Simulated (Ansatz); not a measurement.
Structure of amorphous In24Ga12O54 (periodic cell):

```xyz
90
Lattice="10.7838 0.0933 -0.0458 0.0933 10.6988 0.0761 -0.0458 0.0761 10.4872" Properties=species:S:1:pos:R:3 pbc="T T T"
In     8.7131    10.3712    10.3796
In     5.8280     1.8801     1.3117
In    10.1453     6.9521     4.0242
In     8.5723     0.7825     7.2123
In     9.5621     3.5885     9.6779
In     9.4974     6.7666     0.3159
In     6.5076     2.9869     8.3123
In     0.9689     0.8881     8.2754
In     5.7756     2.9880     5.0063
In     3.0088     1.5795     3.8234
In     5.3431    10.0171     5.6490
In     1.8064     6.4156     0.7298
In     6.7137     8.7173     2.1717
In     4.1638     5.0028     2.4559
In     0.4847     5.7889     7.7890
In     4.9229     5.5973     9.9013
In     3.4131     8.0808     7.6617
In     7.6521     4.3738     2.0016
In     8.7727     4.3051     5.9284
In     1.1897     9.1937     5.6025
In     8.4242     8.1005     7.1695
In     2.5897     5.4722     5.2831
In     3.8925     8.0963     3.5520
In     0.2941     3.9358     2.6391
Ga     8.7606     9.9290     4.6888
Ga     7.1774     6.7050     4.5000
Ga     4.0009     0.7733     8.7883
Ga     3.7216    10.2911     1.0874
Ga     5.7682     5.8753     6.8811
Ga     1.8132     3.7095    10.2808
Ga     5.8804     9.1202     9.2671
Ga     9.1551     1.2813     2.2211
Ga     3.2146     3.5200     7.5759
Ga     0.5431     8.6302     9.0106
Ga     0.7124     9.3579     2.0052
Ga     0.1053     1.7228     4.8925
O      6.5124     7.5790     6.2479
O      2.8220     1.7121     7.7309
O      8.1670     8.3465     0.7026
O      2.5955     9.3025     2.1949
O      9.4174     3.0219     1.5888
O      9.6236     4.5654     7.7970
O      6.7375     2.7784     3.0752
O      0.5114     8.1472     0.5025
O      5.3678     1.7481     9.6291
O      0.2179     8.7589     3.6906
O      1.7423     4.2812     6.7703
O      7.3918    10.4247     5.9090
O     10.2855    10.3569     8.9792
O      9.8043     9.4303     6.1753
O      7.5885     9.5871     8.6568
O      3.8026     3.7982     4.1606
O      0.4772     5.1336    10.0050
O      1.6613     9.4897     7.6916
O      9.3424     0.8718     4.0174
O      1.0880     2.1252     3.2082
O      9.8698     7.4659     8.6406
O      3.8665     6.4969     0.9103
O      4.8263    10.0081     7.8994
O      2.8326    10.6994     9.9798
O      7.5655     0.5765     1.4067
O      8.9213     6.5160     5.7231
O      8.1505     8.4442     3.7742
O      6.4171     5.1114     8.4891
O      4.6364     1.2316     5.0602
O      3.3285     4.1984     9.3281
O      5.4121     9.5173     0.5477
O     10.2642     3.6921     4.5990
O     10.3416    10.7591     1.3751
O      3.4776     8.7988     5.5585
O      5.1062     7.4884     8.8805
O      8.3788     5.0417     0.1222
O      5.3292     9.6195     3.4871
O      1.5727     0.4904     5.0715
O      8.2597     1.9145     9.1133
O      5.7264     6.8574     3.1653
O      3.9520     6.1812     6.7271
O      2.7489     6.3738     3.4278
O      3.9458     1.2178     1.8938
O      5.6337     4.1887     1.0476
O      4.9234     3.4704     6.9506
O      6.6384     5.0085     5.3963
O      0.9468     6.8680     5.7944
O      7.5102     2.5870     6.4204
O      0.6405     2.4020     9.7700
O     10.4021     1.6484     6.7054
O      8.3643     5.8064     3.2701
O      2.2023     4.2281     1.5207
O      1.8784     7.1584     8.8904
O      0.0532     6.0160     2.1725
```

Computed with PBE, scalar-relativistic without spin-orbit coupling (plane waves to 420 eV, PAW; Ansatz, a first-principles code).

A CHGNet melt-quench gave the starting glass, which DFT then relaxed. O atoms were pushed apart under 1.9 Å during the dynamics, to hinder bonds among them. The hot cell started wider than the set density and was brought back towards it in steps. It is the lowest in DFT energy of 4 quenches. It is a model cell: composition and starting density were chosen by hand, and all elements were melted together. No dispersion term was used. Its density started from a set value of 6.14 and ended at 6.12 g/cm³. The quench (nominally 88 K/ps over its main leg) was far faster than any real one, so the model tends to hold more defects than a real film. A cell of this size samples the disorder only roughly. Volume and shape were free in the relaxation.

Bonds are counted up to In-In 3.12 Å, In-Ga 2.90 Å, In-O 2.72 Å, Ga-Ga 2.68 Å, Ga-O 2.28 Å, O-O 1.58 Å. Two cations that share two anions don't count as bonded, nor two that share one unless they lie closer than In-In 3.04 Å, In-Ga 2.82 Å, Ga-Ga 2.61 Å.

Give the coordination numbers, mean bond lengths and angles.


The mean coordination of In by anions comes out as 5.54 (12 with 5, 11 with 6, 1 with 7). The mean coordination of Ga by anions comes out as 4.33 (9 with 4, 2 with 5, 1 with 6) and the mean coordination of O comes out as 3.43 (32 with 3, 21 with 4, 1 with 5). The mean In-O bond is 2.218 Å (spread 0.122 Å, 133 counted). The mean Ga-O bond comes out as 1.914 Å (spread 0.071 Å, 52 counted) and the bond angle at In is mean 104.4°, spread 28.3°. The bond angle at Ga is mean 107.8°, spread 20.0°. The bond angle at O is mean 111.3°, spread 16.1°.

List the pairs of like atoms that count as bonded by the rules above.

There are none by these rules.
